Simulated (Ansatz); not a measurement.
Base system: BaZrO$_{3}$ in the cubic perovskite structure (space group Pm-3m, No. 221; a = 4.1806 Å). Axes: x, y, z lie along the cube axes.

Level of theory: PBEsol in Ansatz (plane waves to 420 eV, PAW, no SOC).

Before the change:

- Pressure: -0.01 GPa

It is then changed as follows: compressive biaxial strain of 0.60 % in the plane normal to [001], as in epitaxy on a mismatched substrate; the out-of-plane cell vector and the atoms relax.

Problem. Predict the new out-of-plane strain, energy relative to the base and pressure.

Solution. The out-of-plane strain amounts to +0.31 %; the energy goes up by 1.2 meV/atom; the pressure (mean of the normal stresses, compression positive) grows by 1.51 GPa, from -0.01 GPa to 1.50 GPa.

Stability against distortions was not tested.

Ansatz is an electronic-structure program.
